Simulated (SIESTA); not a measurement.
Band structure of MgAl (Pm-3m, 2 atoms in the cell).

```
MgAl
1.0
    3.39841     0.00000     0.00000
    0.00000     3.39841     0.00000
    0.00000     0.00000     3.39841
Mg Al
1 1
Cartesian
  1.69920   1.69920   1.69920
  0.00000   0.00000   0.00000
```

Level of theory: SIESTA with GGA PBEsol, numerical atomic orbitals DZP, PseudoDojo PBEsol standard norm-conserving potentials (rewritten from UPF to PSML).

Settings: XC.functional = GGA; XC.authors = PBEsol; potentials = PseudoDojo PBEsol standard; PAO.BasisSize = DZP; PAO.EnergyShift = 0.005 Ry; MeshCutoff = 300 Ry; kgrid.MonkhorstPack = 13 13 13; OccupationFunction = MP; OccupationMPOrder = 0; ElectronicTemperature = 2320.9 K; MaxSCFIterations = 150; SCF.Mixer.Method = Pulay; SCF.Mixer.Weight = 0.25; SCF.Mixer.History = 6.

The starting cell comes from a database of computed structures (which also holds hypothetical and non-ambient phases and stackings), without a prior relaxation at this level. Its lattice was rescaled by a random factor within 2.5 % of one. Values carry the incompleteness of an atom-centred basis.

Levels in eV from the Fermi level, bands 3 to 8:
| point | 3 | 4 | 5 | 6 | 7 | 8 |
|---|---|---|---|---|---|---|
| Γ | -43.58 | -43.58 | -9.08 | 2.93 | 2.93 | 2.93 |
| X | -43.58 | -43.58 | -6.24 | -5.33 | 4.85 | 4.85 |
| M | -43.59 | -43.58 | -3.49 | -2.83 | -2.83 | -1.25 |
| R | -43.59 | -43.59 | -0.37 | -0.37 | -0.37 | -0.35 |

Bands cross the Fermi level along this path, so the cell is metallic at this level.

Higher empty bands are left out: an atom-centred basis made for the valence describes them poorly.
